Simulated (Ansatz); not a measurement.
Levels about the gap of amorphous Al$_{28}$O$_{43}$Zn (72 atoms in a cell of 789 Å³, 3.18 g/cm³; zone centre alone, so wide bands show as single levels with stretches between that a denser mesh fills), at the geometry that PBE relaxed, where it gives 0.1 GPa on a denser mesh. The participation number counts the atoms over which a state spreads; weights are charges in smoothed Voronoi cells. The levels come from a single point, so bond lengths are those of that geometry. Method of the levels: PBE, scalar-relativistic without spin-orbit coupling (Ansatz, a program for electronic structure). Sampling: the zone centre alone; Fermi-Dirac width 0.02 eV; no spin polarisation. At PBE the levels at the filled edge of the gap are localised (band-tail or defect states), and the nearest spread-out levels lie 3.7 eV apart at the zone centre.

Preparation: random packing, a CHGNet melt and quench, and a DFT relaxation. O atoms were pushed apart under 1.9 Å during the dynamics, to hinder bonds among them. The hot cell started wider than the set density and was brought back towards it in steps. It is the lowest in DFT energy of 2 quenches. It is a model cell: composition and starting density were chosen by hand, and all elements were melted together. No dispersion term was used. Its density started from a set value of 3.17 and ended at 3.18 g/cm³. The quench (nominally 340 K/ps over its main leg) was far faster than any real one, so the model tends to hold more defects than a real film. One small periodic cell is one sample of the glass; other quenches scatter about these values. Volume and shape were free in the relaxation.

```csv
"E - E(highest filled), eV",filling,participation number,largest on,weight O,weight Al,weight Zn
-0.44,filled,3.4,"O, 2 neighbours",0.94,0.06,0.00
-0.36,filled,14.3,"O, 3 neighbours",0.94,0.05,0.01
-0.32,filled,13.5,"O, 3 neighbours",0.94,0.06,0.00
-0.25,filled,9.2,"O, 2 neighbours",0.94,0.05,0.00
-0.12,filled,10.3,"O, 3 neighbours",0.93,0.04,0.03
-0.07,filled,3.3,"O, 2 neighbours",0.94,0.06,0.00
0.00,filled,5.3,"O, 3 neighbours",0.96,0.04,0.00
3.30,empty,52.1,"Zn, 3 neighbours",0.56,0.38,0.06
5.06,empty,12.6,"Zn, 3 neighbours",0.52,0.30,0.19
5.44,empty,27.1,"Zn, 3 neighbours",0.54,0.33,0.13
5.70,empty,21.6,"Al, 4 neighbours",0.57,0.36,0.07
5.75,empty,38.0,"Zn, 3 neighbours",0.60,0.33,0.07
5.88,empty,29.9,"Al, 4 neighbours",0.59,0.40,0.01
```

Most localised among these is the filled level at -0.07 eV, on a O atom, which has 2 neighbours (Al 1.76 Å, Al 1.77 Å).
